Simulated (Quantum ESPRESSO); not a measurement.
Quantum ESPRESSO 7.5, DFT, PBE, plane waves, SSSP 1.1.2 efficiency PBE: zinc-blende GaAs with 2 In on Ga sites (Ga6As8In2), unrelaxed at the host's lattice constant, 16 atoms. Basis and mesh were picked for this test and aren't claimed converged.

```
Quantity                                            Value
------------------------  -------------------------------
cell                      7.99, 7.99, 7.99 Å; 60, 60, 60°
task                                                  scf
k mesh                                              2×2×2
ecutwfc                                             45 Ry
ecutrho                                            360 Ry
occupations                                      smearing
smearing                                         gaussian
degauss                                          0.005 Ry
conv_thr                                       1.6e-08 Ry
tprnfor                                              true
tstress                                             false
k-point pools (-nk)                                     2
diagonalization                           david (default)
mixing_ndim                                   8 (default)
k-points computed                                       5
bands                                                  86
electrons                                             144
G-vectors of the density                           280737
FFT grid                                         96×96×96
symmetry operations                                     4
```

Settings of this run: mixing_mode = local-TF, mixing_beta = 0.1; 8 ranks.

| SCF iteration | band solver's avg # of iterations (first pass) | estimated scf accuracy (Ry) |
|---|---|---|
| 1 | 3.6 | 0.49927909 |
| 2 | 1.6 | 0.43075658 |
| 3 | 2.0 | 0.01040637 |
| 4 | 14.2 | 0.01755121 |
| 5 | 2.6 | 0.01784222 |
| 6 | 1.6 | 0.01303471 |
| 7 | 2.0 | 0.00376096 |
| 8 | 4.4 | 0.00399923 |
| 9 | 1.8 | 0.00309130 |
| 10 | 1.8 | 0.00203874 |
| 11 | 1.8 | 0.00154639 |
| 12 | 5.0 | 0.00013874 |
| 13 | 8.2 | 0.00045615 |
| 14 | 1.8 | 0.00053947 |
| … | … | … |
| 28 | 1.0 | 0.00003288 |
| 29 | 1.0 | 0.00002735 |
| 30 | 1.0 | 0.00001850 |
| 31 | 1.0 | 0.00002967 |
| 32 | 5.0 | 0.00000146 |
| 33 | 5.4 | 0.00000124 |
| 34 | 2.0 | 0.00000102 |
| 35 | 2.0 | 0.00000061 |
| … | … | … |
| 48 | 3.4 | 0.00000017 |
| 49 | 1.6 | 0.00000014 |
| 50 | 2.0 | 0.00000012 |
| 51 | 2.0 | 0.00000003 |
| 52 | 3.8 | 0.00000002 |
| 53 | 5.0 | 0.00000004 |
| 54 | 2.0 | 0.00000003 |
| 55 | 5.2 | 8.3E-09 |

It converged after 55 SCF iterations.

Task: The cycle is slow. Which setting should be changed?

Result: This is not unique; one that fits is mixing_mode = plain (18 SCF iterations) or mixing_beta = 0.4 (21 SCF iterations), all else kept. The other changes of this size gave: mixing_beta = 0.2 (34); mixing_mode = TF (44). With more settings changed, the fewest of all runs of this system: mixing_mode = TF, mixing_beta = 1 (10). The first change moves the result by: energy equal as printed, forces (largest component) 3.7 meV/Å. Counts are of single runs.
